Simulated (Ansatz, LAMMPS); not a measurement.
## Si well of 16 atomic layers along [001] in random Si0.7Ge0.3, interfaces sharp

Cell 16.67 × 16.67 × 54.97 Å, Si589Ge131, 720 atoms. Prepared with Tersoff's 1989 multicomponent potential (SiCGe.tersoff) (LAMMPS): minimisation. 

These are PBE, support functions at accuracy medium on the grid of 370 eV (norm-conserving potentials; Ansatz, a first-principles code) values and carry that method's errors.

Basis: localised support functions (accuracy medium) on a full density matrix. k-points: zone centre alone; occupations: Fermi-Dirac, 0.010 eV; spin polarisation not allowed. Spin-orbit coupling is left out.

```yaml
Kohn-Sham gap of the cell on its k-mesh: 0.38 eV
weight_of_the_highest_filled_level_on_the_well: 0.33
weight_of_the_lowest_empty_level_on_the_well: 0.95
coordination (neighbours within 2.859 Å): 100.0 % 4-fold
Ge-Ge bonds, mean ± spread: 2.473 ± 0.007 Å
Ge-Si bonds, mean ± spread: 2.425 ± 0.007 Å
Si-Si bonds, mean ± spread: 2.382 ± 0.006 Å
bond angles, mean ± spread: 109.5° ± 1.1°
pressure: -0.96 GPa
cost_of_the_final_run: around 110 core-minutes (rough), 16 SCF iterations, 15 GiB
```
